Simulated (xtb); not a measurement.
xtb 6.7.1, GFN1-xTB: Ge(H)2(Me)(NMe2) ([CH3][GeH2][N](C)C), 16 atoms. The geometry is a generated start, not checked to be a minimum at this level.

```yaml
method: GFN1-xTB
"--acc": 1 (default)
"--etemp (K)": 300 (default)
detailed input (--input): "none: ANC optimiser, Lindh (1995) Hessian, microcycle=20, maxdispl=1.0, hlow=0.01 (default)"
basis_functions: 48
valence_electrons: 32
```

```xyz
16

Ge     0.9657     0.5314    -0.6334
C      2.3367    -0.4997     0.3291
N     -0.6546     0.2481     0.1784
C     -1.7726     1.0853    -0.1990
C     -1.0801    -1.0970     0.4978
H      1.0127     0.2169    -2.1256
H      1.1466     2.0211    -0.5137
H      2.0938    -0.5601     1.3874
H      2.4274    -1.5085    -0.0650
H      3.3057    -0.0170     0.2314
H     -2.2905     0.7209    -1.0958
H     -1.4154     2.0959    -0.3897
H     -2.4978     1.1165     0.6207
H     -0.2101    -1.7049     0.7393
H     -1.7450    -1.0751     1.3668
H     -1.6226    -1.5738    -0.3288
```

The structure is relaxed from this start with --opt LEVEL for the levels crude, sloppy, loose, lax, normal, tight, vtight, extreme, once each. Up to the end of the extreme run atoms move by at most 0.26 Å along an axis.

Task: Which level is enough to come within 1 meV of the tightest end point?

Result: normal: 17 cycles against 27, ending 0.080 meV above.

| level | cycles | energy above the extreme run (meV) | gradient norm (eV/Å) |
|---|---|---|---|
| crude | 4 | 16 | 0.31 |
| sloppy | 7 | 4.3 | 0.22 |
| loose | 9 | 1.7 | 0.14 |
| lax | 10 | 1.3 | 0.082 |
| normal | 17 | 0.080 | 0.018 |
| tight | 19 | 0.038 | 0.015 |
| vtight | 25 | under 0.01 | 0.0029 |
| extreme | 27 | — | 0.0024 |
